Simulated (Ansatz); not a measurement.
Given:

```xyz
2
Lattice="0.0000 2.1752 2.1752 2.1906 0.0000 2.1752 2.1906 2.1752 0.0000" Properties=species:S:1:pos:R:3 pbc="T T T"
C      3.2859     3.2628     3.2628
Si     0.0000     0.0000     0.0000
```

No spin polarisation.

Calculations: r2SCAN/PAW in Ansatz (a quantum-chemistry and plane-wave program), without spin-orbit coupling. Γ-centred 13×13×13 mesh, Fermi–Dirac width 0.05 eV.

Question: Predict the space group, gap character and valence-band top at Γ.

Answer: The space group comes out as I-4m2 (No. 119) and the gap character is indirect, Γ → X. The valence-band top at Γ (three highest levels, from the VBM) is 0.00, 0.00, -0.05 eV.

Load acts through the strain it causes; cell and atoms are relaxed under it. Beyond what the load breaks, stability against distortions was not tested. The cell was made from SiC in the zinc blende structure (space group F-43m, No. 216) by this change: uniaxial stress, 2 GPa tension along x.
